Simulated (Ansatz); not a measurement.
GaAs under load (space group I-4m2): band-edge transport data

Here is the system:

```
CELL_PARAMETERS angstrom
      0.00000     2.77438     2.87789
      2.77438     0.00000     2.87789
      2.77438     2.77438     0.00000
ATOMIC_POSITIONS crystal
  Ga 0.00000 0.00000 0.00000
  As 0.25000 0.25000 0.25000
```

Method: r2SCAN with spin-orbit coupling, rigid bands (plane waves, PAW; Ansatz, a program for electronic structure). Condition of this run: biaxial stress in (001) of 2.4 GPa (compression positive) (the target of the relaxation). How the cell was made: cell and atoms relaxed with PBEsol, then loaded as said.

The band gap is 0.98 eV and the electron conductivity mass (300 K, dilute) is 0.065 (x), 0.065 (y), 0.071 (z) mₑ. The hole conductivity mass (300 K, dilute) is 0.25 (x), 0.25 (y), 0.44 (z) mₑ, the effective density of states N_c (300 K) is 4.1e17 cm⁻³ and the effective density of states N_v (300 K) is 3.3e18 cm⁻³. The density-of-states mass, electrons is 0.064 mₑ and the density-of-states mass, holes is 0.26 mₑ. The Seebeck coefficient, n-type 1e19 cm⁻³, 300 K is -94 μV/K and the best n-type power factor at 300 K for τ = 10 fs (best axis; densities from 1e16 to 1e21 cm⁻³ tried, whether or not they can be reached) is 19.2 μW/(cm·K²) at 3e20 cm⁻³. The Seebeck coefficient, p-type 1e19 cm⁻³, 300 K is 204 μV/K.

Rigid bands; masses and Seebeck coefficients take one relaxation time τ for all states and one kind of carrier; polarons and phonon drag are left out. Geometry: cell and atoms relaxed with PBEsol.
